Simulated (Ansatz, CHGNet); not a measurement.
For SiC (model structure, started from the NiAs type, P6₃/mmc, No. 194, 4 atoms in the cell), the machine-learned potential CHGNet-r²SCAN (trained on r²SCAN data) gives:

```
Quantity               Value
-------------------  -------
lattice parameter a  2.846 Å
c axis length        4.888 Å
```

Q: What does r²SCAN+rVV10 in Ansatz (PAW) give for the same quantities?

A: 
- lattice constant a: 2.853 Å (rises by 0.2 %)
- lattice parameter c: 4.698 Å (shrinks by 3.9 %)

Changes are worked out from the printed values.

Unless a cell is named, each level is at its own relaxed cell (CHGNet-r²SCAN 8.57, r²SCAN+rVV10 8.28 Å³/atom).

Caveats: the cell moved over 20 % in volume from its start (CHGNet-r²SCAN). Ansatz's density-functional and Hartree–Fock values are scalar-relativistic unless marked +SOC, with PAW data made under PBE.

A model structure was made by putting elements into a prototype or built by hand; it is no filed structure, need not be a known phase, and can be a saddle point held by its symmetry.

Ansatz is a first-principles code.
